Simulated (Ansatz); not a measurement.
## TiC under a change: pressure 22.5 GPa

Start from TiC in the rock salt structure (space group Fm-3m, No. 225; a = 4.328 Å).

Modification: a hydrostatic pressure of 22.5 GPa.

The values are results of Ansatz (a first-principles code), r2SCAN, PAW, cutoff 500 eV, scalar-relativistic without spin-orbit coupling, not measurements. k-mesh 18×18×18 (Γ-centred); smearing 0.05 eV (Fermi–Dirac).

```tsv
quantity	base	changed	shift
volume per atom	10.13 Å³	9.41 Å³	-0.72 Å³
density	4.91 g/cm³	5.28 g/cm³	+0.377 g/cm³
lattice parameter a	4.328 Å	4.222 Å	-0.106 Å
shortest interatomic distance	2.164 Å	2.111 Å	-0.053 Å
enthalpy H = E + PV relative to the base's energy	–	+1.37 eV/atom	–
band gap	zero	zero	–
```

Cost of the whole job for the changed cell (relaxation, final SCF and bands): around 30 core-seconds (rough).

Load acts through the strain it causes; cell and atoms are relaxed under it. Whether these cells are dynamically stable was not tested. Competing high-pressure phases were not computed. The final runs are not spin-polarised.
